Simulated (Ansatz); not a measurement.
What P on a Zn site (antisite), symmetric start does to ZnSiP2

The reference is a 16-atom supercell of ZnSiP₂ in the chalcopyrite structure (space group I-42d, No. 122; a = 5.419 Å, c = 10.539 Å) at its relaxed geometry.

Now apply this change: one Zn atom is replaced by P, atoms relaxed at fixed cell.

All numbers come from plane-wave PAW DFT at the PBE level (Ansatz, an electronic-structure program, 420 eV), scalar-relativistic without spin-orbit coupling. Γ-centred 3×4×4 mesh, Fermi–Dirac width 0.01 eV.

```csv
quantity,base,changed,shift
pressure,0.0 GPa,0.5 GPa,+0.5 GPa
energy gained by relaxation,–,0.04 eV,–
largest displacement of a host atom from its site in the perfect cell,–,0.06 Å,–
mean distance from the defect site to its nearest host atoms,238 pm,241 pm,+2.5 pm
```

The magnetic state is the one reached from the starting moments; the real material's order can differ, and small cells can't hold many antiferromagnetic ones. In so small a cell the defect repeats every few ångströms: this is an ordered compound, not a dilute defect. A case with no gap was solved on a k-mesh chosen for an insulator, which is coarse for it. The defect started on the symmetric site and kept its symmetry, so it may sit on a saddle. Starting moments died away, wholly or in part, for P on a Zn site (antisite); another magnetic solution may exist. The defect cell is spin-polarised and ends with 0.0 μB.
